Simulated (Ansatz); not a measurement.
The starting structures come from a database of crystals and need not be the phases stable at ambient conditions.

Inside the gap of an insulator the Bloch states are evanescent, with a wavenumber k + iκ along the transport direction.

Consider the following.

```yaml
crystal:
  lattice:
    - [5.77797, 0.00000, 0.00000]
    - [0.00000, 7.11915, 0.00000]
    - [2.88898, 0.00000, 4.42828]
  atoms:
    - { symbol: Cr, position: [0.63425, 0.25000, 0.73149] }
    - { symbol: Cr, position: [0.36575, 0.75000, 0.26851] }
    - { symbol: Hg, position: [0.00000, 0.50000, 0.00000] }
    - { symbol: Hg, position: [0.00000, 0.00000, 0.00000] }
    - { symbol: O, position: [0.23506, 0.75000, 0.04888] }
    - { symbol: O, position: [0.76494, 0.25000, 0.95112] }
    - { symbol: O, position: [0.28394, 0.25000, 0.95112] }
    - { symbol: O, position: [0.71606, 0.75000, 0.04888] }
    - { symbol: O, position: [0.26195, 0.93792, 0.47610] }
    - { symbol: O, position: [0.73805, 0.06208, 0.52390] }
    - { symbol: O, position: [0.73805, 0.43792, 0.52390] }
    - { symbol: O, position: [0.26195, 0.56208, 0.47610] }
```

Space group of this cell: Cmcm. The cell was relaxed by PBE-D3(BJ); by r2SCAN its mean pressure is -2.8 GPa.

Transport runs along the normal of the first two printed cell vectors.

The gap is the functional's own. No spin-orbit coupling. Mid-gap values are interpolated on the energy grid.

Question: Estimate the band gap and the smallest decay constant κ at mid-gap that r2SCAN run with Ansatz (a program for electronic structure) returns for this system.

Answer: Gap 1.67 eV on a 8×4×8 mesh; κ = 0.371 1/Å, at the zone centre.
